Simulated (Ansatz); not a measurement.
Worked calculations on one periodic cell of amorphous Ti20O45Nb2: Ti20O45Nb2, 67 atoms, volume 830.8 Å³, made by a melt-quench on the CHGNet potential and relaxed with DFT. O atoms were pushed apart under 1.9 Å during the dynamics, to hinder bonds among them. It is a model cell: composition and starting density were chosen by hand, and all elements were melted together. Cycles of charging were run to anneal it. Calculation: PBE, scalar-relativistic without spin-orbit coupling (plane waves to 420 eV, PAW; Ansatz, a first-principles code). Sampling: a 2×2×2 Γ-centred mesh; Fermi-Dirac width 0.02 eV; no spin polarisation. Its volume was held where the quench left it, its shape was free, and it stands at a mean pressure of 4.0 GPa with stress components up to 4.1 GPa; the relaxation ran on the zone centre alone. Its density went from a set 3.72 to 3.72 g/cm³. The cell is small and was quenched far faster than a real film, so it is one sample of the glass.

**Question.** Count formal charges (Ti +4, O -2, Nb +5). What does the count lead one to expect at the Fermi level, and what does the calculation give?

**Answer.** 20 × (+4) + 45 × (-2) + 2 × (+5) = 0. The charges balance, so the anion-derived valence states can be full and a gap can open. On this mesh the highest filled and lowest empty level lie 2.58 eV apart, the PBE gap of this cell, with a localised state at one edge or both.

Four energies for an added electron at PBE on the zone centre alone (charged cells in a uniform background, spin-polarised): neutral at the neutral geometry -84713.158 eV; charged at the neutral geometry -84704.004 eV; charged and relaxed -84704.059 eV; neutral at the charged geometry -84713.100 eV.

**Question.** Find the two relaxation energies and their sum, the reorganisation energy.

**Answer.** On charging: -84704.004 − (-84704.059) = 0.055 eV. On discharging: -84713.100 − (-84713.158) = 0.058 eV. The sum is 0.113 eV. The carrier's level spreads over 18 of the 67 atoms' worth, more than a fifth of the atoms or a third of the atoms of its main element (six at least), and the sum is small, so it counts as a band carrier, whose relaxation energy shrinks as the cell grows. PBE's self-interaction favours spread-out carriers, so a hybrid can localise more.

Four energies for a hole at PBE on the zone centre alone (charged cells in a uniform background, spin-polarised): neutral at the neutral geometry -84713.158 eV; charged at the neutral geometry -84719.546 eV; charged and relaxed -84719.905 eV; neutral at the charged geometry -84712.251 eV.

**Question.** Find the two relaxation energies and their sum, the reorganisation energy.

**Answer.** On charging: -84719.546 − (-84719.905) = 0.359 eV. On discharging: -84712.251 − (-84713.158) = 0.907 eV. The sum is 1.266 eV. The carrier's level spreads over 3 of the 67 atoms' worth, so it counts as localised, most on one O atom with neighbours Ti 1.84 Å, Ti 1.91 Å (neutral geometry). The values are uncorrected: the image energy of a point charge in this cell, 2.84 × 14.40 / (2 × 9.4) = 2.2 eV before screening, is screened by electrons alone at the fixed geometry and by ions too after relaxing, and the carrier can be spread before it relaxes, so each term can be off by up to that value times 1/ε∞, some tenths of an eV. PBE's self-interaction favours spread-out carriers, so a hybrid can localise more.
